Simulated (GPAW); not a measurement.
## Equation of state of antifluorite Mg2Ge (space group 225): energy against volume (GPAW, LDA)

```xyz
3
Lattice="0.0000 3.0707 3.0707 3.0707 0.0000 3.0707 3.0707 3.0707 0.0000" Properties=species:S:1:pos:R:3 pbc="T T T"
Mg     1.5354     1.5354     1.5354
Mg     4.6061     4.6061     4.6061
Ge     0.0000     0.0000     0.0000
```

Method of the run: LDA (Perdew-Wang 92), GPAW PAW datasets LDA (gpaw-data 1.0.1) (plane waves; GPAW). Settings: mode = pw; ecut = 780 eV; xc = LDA; kpts = 9 9 9; mesh shift (steps) = 0 0 0; occupations.name = fermi-dirac; occupations.width = 0.01 eV; nbands = -6; convergence.bands = -4; symmetry.symmorphic = false; symmetry.tolerance = 0.0005; maxiter = 100. The cell above is the first row's. The rows scale it uniformly. In all rows fractional positions and the k mesh are held. E is the free energy at the stated smearing, counted from the lowest row.

```csv
V (Å^3/atom),E (meV/atom)
19.304,?
19.723,10.17
20.143,3.40
20.562,0.12
20.982,0.00
21.402,2.72
21.821,8.00
22.241,15.59
22.661,25.25
```

### Question
Using the third-order Birch-Murnaghan form, a cubic in V^(-2/3), estimate the missing E at V = 19.304 from the other rows, showing the fit.

### Answer
With u = V^(-2/3) - 0.131, the rows have u = 0.005989, 0.004078, 0.002236, 0.000452, -0.001273, -0.002939, -0.004556, -0.006124. Least squares gives E = 0.447 - 1194.8·u + 468554·u² + 356010·u³. Residuals (row less fit): -0.004, 0.009, -0.002, -0.003, -0.007, 0.003, 0.007, -0.005; standard error 0.008 (degrees of freedom: 4). Its minimum lies at u = 0.001273, so V0 = (0.132273)^(-3/2) = 20.79. There d²E/du² = 939800 and d³E/du³ = 2136000, so B0 = (4/9) × 20.79^(-7/3) × 939800 × 0.160218 = 56.3 GPa (the last factor turns the table's units into GPa), and B0' = 4 + (2/3) × 0.132273 × (2136000)/939800 = 4.2. The program's pressures in the fitted runs (not shown) pass through zero at V = 20.78, 0.01 % from this V0. At the withheld row, u = 0.007964, so E = 0.447 - 1194.8 × 0.007964 + 468554 × 0.007964² + 356010 × 0.007964³ = 20.830 meV/atom. The calculation gives 20.83 meV/atom, which the fit meets to the printed digits. The row lies outside the fitted rows, so this is an extrapolation. From the scatter of the fitted rows alone, a prediction at this place has a standard error of 0.023 meV/atom, so the miss is 0.0 times that.

Carrying the step between the two nearest rows on in a straight line would have given 16.92, off by 3.91; series whose last step already gives the withheld value aren't shown. The scan was laid around a cell of about the measured size, scaled by a guess for this functional. The runs keep the symmetry of the cell, so they don't test it for distortions. Cutoffs and mesh are single choices, not tested for convergence of this quantity. Series with a scatter that would blur these digits, or in which a gap closes, are not shown. Nor are scans whose minimum lies at an end fitted in this form.
